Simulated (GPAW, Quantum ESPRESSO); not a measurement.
A GPAW input for a self-consistent single point of Al₂Pt (Fm-3m, 3 atoms in the cell) (DFT PBE, plane waves, GPAW PAW datasets PBE (gpaw-data 1.0.1)):

```python
from ase import Atoms
from ase.units import GPa
from gpaw import GPAW, PW

atoms = Atoms(['Al', 'Al', 'Pt'],
              cell=[[0.000000, 2.925158, 2.925158],
                    [2.925158, 0.000000, 2.925158],
                    [2.925158, 2.925158, 0.000000]],
              scaled_positions=[[0.250000, 0.250000, 0.250000],
                                [0.750000, 0.750000, 0.750000],
                                [0.000000, 0.000000, 0.000000]],
              pbc=True)

calc = GPAW(mode=PW(600),
            xc='PBE',
            kpts=(7, 7, 7),
            occupations={'name': 'methfessel-paxton', 'width': 0.136, 'order': 0},
            nbands=-11,
            convergence={'density': 1e-05},
            symmetry={'symmorphic': False, 'tolerance': 0.0005},
            maxiter=100,
            txt='-')

atoms.calc = calc

energy = atoms.get_potential_energy()
print('Energy (eV):', round(energy, 6))
forces = atoms.get_forces()
print('Forces (eV/Ang):')
print(forces.round(5))
stress = atoms.get_stress()
print('Stress (GPa, Voigt):', (stress / GPa).round(4))
```

Q: Give the Quantum ESPRESSO input for the same structure, mesh, smearing and functional.

A: This is the input that was run; spellings and numerical settings could be chosen otherwise.

```fortran
&CONTROL
  calculation = 'scf'
  prefix = 'run'
  outdir = './tmp/'
  pseudo_dir = './'
  tprnfor = .true.
  tstress = .true.
/
&SYSTEM
  ibrav = 0
  celldm(1) = 7.8174154715
  nat = 3
  ntyp = 2
  ecutwfc = 45
  ecutrho = 450
  occupations = 'smearing'
  smearing = 'gaussian'
  degauss = 0.0099958
/
&ELECTRONS
  conv_thr = 1.0d-10
/
ATOMIC_SPECIES
Al    26.9815  Al.pbe-n-rrkjus_psl.1.0.0.UPF
Pt   195.0840  Pt.pbe-n-rrkjus_psl.1.0.0.UPF
CELL_PARAMETERS {alat}
   0.0000000000     0.7071067812     0.7071067812
   0.7071067812     0.0000000000     0.7071067812
   0.7071067812     0.7071067812     0.0000000000
ATOMIC_POSITIONS {crystal}
Al    0.2500000000    0.2500000000    0.2500000000
Al    0.7500000000    0.7500000000    0.7500000000
Pt    0.0000000000    0.0000000000    0.0000000000
K_POINTS {automatic}
7 7 7  0 0 0
```

Basis, cutoffs, solver keys and any potentials are the target program's own. This input uses DFT, PBE, plane waves, PSlibrary ultrasoft (PBE) pseudopotentials. Both were run: pressure 7.55 GPa in GPAW and 7.42 in Quantum ESPRESSO.

On GPAW: the starting cell comes from a database of computed structures (which also holds hypothetical and non-ambient phases and stackings), without a prior relaxation at this level. Its lattice was rescaled by a random factor within 2.5 % of one. For this run, on top of that: lattice scaled by 0.98. Spin polarisation is off. With a pressure of about 8 GPa the cell is away from its equilibrium volume at this level.

On Quantum ESPRESSO: the starting cell comes from a database of computed structures (which also holds hypothetical and non-ambient phases and stackings), without a prior relaxation at this level. Its lattice was rescaled by a random factor within 2.5 % of one. For this run, on top of that: lattice scaled by 0.98. Spin polarisation is off. With a pressure of about 7 GPa the cell is away from its equilibrium volume at this level.
